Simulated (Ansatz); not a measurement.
Start from ZnS in the wurtzite structure (space group P6_3mc, No. 186; a = 3.7383 Å, c = 6.1429 Å). Axes: x lies along a and z along c of the hexagonal cell.

Structures relaxed with DFT with LDA, PAW potentials and a 420 eV plane-wave cutoff in Ansatz (a first-principles code), no SOC.

Base:

Simulated powder pattern, Mo Kα, λ = 0.71073 Å (kinematic, ideal powder, no thermal factors, no anomalous dispersion; the 10 strongest lines at most, above 2 %, up to 2θ = 40°):

```json
[
 {"2θ (°)": "12.60", "I/Imax (%)": "88", "hkl": "(100)"},
 {"2θ (°)": "13.29", "I/Imax (%)": "57", "hkl": "(002)"},
 {"2θ (°)": "14.26", "I/Imax (%)": "100", "hkl": "(101)"},
 {"2θ (°)": "18.35", "I/Imax (%)": "36", "hkl": "(102)"},
 {"2θ (°)": "21.92", "I/Imax (%)": "76", "hkl": "(110)"},
 {"2θ (°)": "23.70", "I/Imax (%)": "80", "hkl": "(103)"},
 {"2θ (°)": "25.72", "I/Imax (%)": "53", "hkl": "(112)"},
 {"2θ (°)": "32.50", "I/Imax (%)": "29", "hkl": "(203)"},
 {"2θ (°)": "36.04", "I/Imax (%)": "20", "hkl": "(105)"},
 {"2θ (°)": "39.55", "I/Imax (%)": "29", "hkl": "(213)"}
]
```

Now apply this change: tensor shear ε_xz = +1.33 % (engineering shear γ = 0.0266), atoms relaxed at fixed cell.

After the change:

Simulated powder pattern, Mo Kα, λ = 0.71073 Å (kinematic, ideal powder, no thermal factors, no anomalous dispersion; the 10 strongest lines at most, above 2 %, up to 2θ = 40°):

| 2θ (°) | I/Imax (%) | hkl |
|---|---|---|
| 12.61 | 100 | (010) |
| 13.29 | 65 | (002) |
| 14.12 | 37 | (101) |
| 14.26 | 38 | (011) |
| 14.39 | 38 | (1 0 -1) |
| 21.92 | 86 | (110) |
| 23.45 | 31 | (103) |
| 23.70 | 30 | (013) |
| 23.95 | 29 | (1 0 -3) |
| 25.57 | 21 | (112) |

The indices refer to the base's conventional cell; one index is shown for lines that coincide. The space group is now Cc (No. 9).

The cells carry an imposed strain or load. No phonon test of stability was made.
